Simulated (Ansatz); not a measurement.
## Hypothetical Fm-3m WGe2 under a change: Ge → Si

The reference is WGe2 (space group Fm-3m, No. 225; a = 6.1270 Å; a hypothetical phase, not in the database extracts checked).

The change: Si takes the place of Ge on all its sites; the structure is relaxed again.

Calculations: plane-wave PAW DFT at the PBE level (Ansatz, a quantum-chemistry and plane-wave program, 420 eV), no SOC, earlier PAW set. Settings: 14×14×14 k-points, 0.05 eV Fermi–Dirac smearing, for the changed cell.

```yaml
density: 7.80 g/cm³ (base 9.50 g/cm³)
lattice_parameter_a: 5.891 Å (base 6.127 Å)
space_group: Fm-3m (No. 225) (base Fm-3m (No. 225))
shortest_interatomic_distance: 2.551 Å (base 2.653 Å)
band_gap: zero (base zero)
```

Whether these cells are dynamically stable was not tested. As relaxed here, WSi2 is a hypothetical phase, not in the database extracts checked. The final runs are not spin-polarised. WSi2 and WGe2 have a high density of states at the Fermi level and may be magnetic at this level.
